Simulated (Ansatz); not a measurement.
The starting structures come from a database of crystals and need not be the phases stable at ambient conditions.

The decay constant κ of evanescent states in the gap governs leakage through a thin film.

Data:

```
AlScCO
1.0
    3.24091     0.00000     0.00000
   -1.62046     2.80671     0.00000
    0.00000     0.00000    10.17230
Sc Al C O
2 2 2 2
Direct
  0.66667   0.33333   0.80386
  0.33333   0.66667   0.30386
  0.00000   0.00000   0.52044
  0.00000   0.00000   0.02044
  0.33333   0.66667   0.94225
  0.66667   0.33333   0.44225
  0.00000   0.00000   0.69676
  0.00000   0.00000   0.19676
```

The cell is taken as given.

Transport runs along the normal of the first two printed cell vectors, the (001) plane of the conventional cell.

No gap correction and no spin-orbit coupling; mid-gap is the computed energy nearest the middle.

Estimate the band gap and the smallest decay constant κ at mid-gap that r2SCAN (Ansatz, a program for electronic structure) returns for this system.

Gap 1.50 eV on a 12×12×4 mesh; κ = 0.304 1/Å, at the zone centre.
